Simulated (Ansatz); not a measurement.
# Harmonic thermodynamics of AgI (zinc blende, F-43m)

Per mole of formula units at the relaxed static volume; finite displacements on a 6×6×6 mesh, PBE density-functional theory in Ansatz (plane waves, PAW), k mesh 6×6×6; sums on an interpolated 12×12×12 mesh. Another polymorph of this substance is known too; which is more stable was not tested here. Dynamical quadrupoles are not included in the interpolation of the phonons between the solved wave vectors. Spin-orbit coupling is not included. Zero-point energy 2.54 kJ/mol.

| T (K) | F_vib (kJ/mol) | S (J/mol/K) | C_V (J/mol/K) |
|---|---|---|---|
| 100 | -0.50 | 60.0 | 45.0 |
| 150 | -3.99 | 78.8 | 47.6 |
| 200 | -8.30 | 92.7 | 48.6 |
| 250 | ? | ? | ? |
| 300 | -18.62 | 112.5 | 49.3 |
| 400 | -30.62 | 126.7 | 49.5 |
| 600 | -58.12 | 146.9 | 49.7 |
| 800 | -88.99 | 161.2 | 49.8 |
| 1000 | -122.38 | 172.3 | 49.8 |

Task: Fill in the missing entries.

Result: 
- 250, F_vib (kJ/mol): -13.21
- 250, S (J/mol/K): 103.6
- 250, C_V (J/mol/K): 49.0

No phase change or melting is allowed for: the numbers belong to this structure as given.

Ansatz is a program for electronic structure.
